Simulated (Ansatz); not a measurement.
Data:

```
GaAs
1.0
    0.00000     2.87585     2.87585
    2.87585     0.00000     2.87585
    2.87585     2.87585     0.00000
Ga As
1 1
Direct
  0.00000   0.00000   0.00000
  0.25000   0.25000   0.25000
```

No spin polarisation.

The values are results of r2SCAN, PAW, 500 eV (Ansatz, a quantum-chemistry and plane-wave program; no spin-orbit coupling), not measurements. Settings: 10×10×10 k-points, 0.05 eV Fermi–Dirac smearing.

**Question.** Estimate the gap character.

**Answer.** Direct at Γ.

**Question.** Estimate the hole mass (degenerate bands, along [100]).

**Answer.** 0.034, 0.36, 0.36 mₑ (at Γ).

**Question.** Predict the band gap.

**Answer.** 0.61 eV.

The cells carry an imposed strain or load. Effective masses come from finite differences of ±0.01 Å⁻¹. No phonon test of stability was made. The cell was made from GaAs in the zinc blende structure (space group F-43m, No. 216) by this change: isotropic strain +1.50 %.
